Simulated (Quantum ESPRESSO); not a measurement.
A self-consistent single point of Pt (Fm-3m, 1 atom in the cell) with Quantum ESPRESSO.

Method: PBEsol, GBRV 1.5 ultrasoft (PBESOL) pseudopotentials (plane waves; Quantum ESPRESSO).

```yaml
crystal:
  lattice:
    - [0.00000, 1.94200, 1.94200]
    - [1.94200, 0.00000, 1.94200]
    - [1.94200, 1.94200, 0.00000]
  atoms:
    - { symbol: Pt, position: [0.00000, 0.00000, 0.00000] }
```

Reference input (self-consistent single point, DFT, PBEsol, plane waves, GBRV 1.5 ultrasoft (PBESOL) pseudopotentials): ecutwfc = 40 Ry; ecutrho = 320 Ry; occupations = smearing; smearing = methfessel-paxton; degauss = 0.0073499 Ry; potentials = {Pt: pt_pbesol_v1.4.uspp.F.UPF}; K_POINTS = automatic 19 19 19 1 1 1; conv_thr = 1e-10 Ry. This run's input differs from it in these lines:

```diff
@@ -26,3 +26,3 @@
 K_POINTS automatic
-19 19 19  1 1 1
+12 12 12  0 0 0
 CELL_PARAMETERS angstrom
```

Log, with long lists cut:

```
     Self-consistent Calculation

     iteration #  1     ecut=    40.00 Ry     beta= 0.70

     negative rho (up, down):  1.713E-01 0.000E+00

     total energy              =    -210.29667507 Ry
     estimated scf accuracy    <       0.73929570 Ry

     iteration #  2     ecut=    40.00 Ry     beta= 0.70

     negative rho (up, down):  1.764E-01 0.000E+00

     total energy              =    -210.51211219 Ry
     estimated scf accuracy    <       0.18614527 Ry

     iteration #  3     ecut=    40.00 Ry     beta= 0.70

     negative rho (up, down):  1.756E-01 0.000E+00

     total energy              =    -210.55189758 Ry
     estimated scf accuracy    <       0.00032261 Ry

   [... 2 blocks of this kind left out ...]

     iteration #  6     ecut=    40.00 Ry     beta= 0.70

     negative rho (up, down):  1.757E-01 0.000E+00

     total energy              =    -210.55201768 Ry
     estimated scf accuracy    <          1.7E-09 Ry

     iteration #  7     ecut=    40.00 Ry     beta= 0.70

     negative rho (up, down):  1.757E-01 0.000E+00
     End of self-consistent calculation

     the Fermi energy is    23.3202 ev

!    total energy              =    -210.55201768 Ry
     estimated scf accuracy    <          5.7E-12 Ry
     smearing contrib. (-TS)   =      -0.00018298 Ry
     internal energy E=F+TS    =    -210.55183470 Ry

     convergence has been achieved in   7 iterations

     negative rho (up, down):  1.757E-01 0.000E+00

     Forces acting on atoms (cartesian axes, Ry/au):

     atom    1 type  1   force =     0.00000000    0.00000000    0.00000000

     Total force =     0.000000     Total SCF correction =     0.000000

     negative rho (up, down):  1.757E-01 0.000E+00
          total   stress  (Ry/bohr**3)                   (kbar)     P=       64.96
   0.00044159  -0.00000000   0.00000000           64.96       -0.00        0.00
  -0.00000000   0.00044159  -0.00000000           -0.00       64.96       -0.00
   0.00000000  -0.00000000   0.00044159            0.00       -0.00       64.96

   JOB DONE.
```

The run converged in 7 iterations. Against the reference run the free energy hardly moves (within 1 meV/atom) and the pressure goes from 6.26 to 6.50 GPa.

The starting cell comes from a database of computed structures (which also holds hypothetical and non-ambient phases and stackings), without a prior relaxation at this level. Its lattice was rescaled by a random factor within 2.5 % of one. Spin polarisation is off.
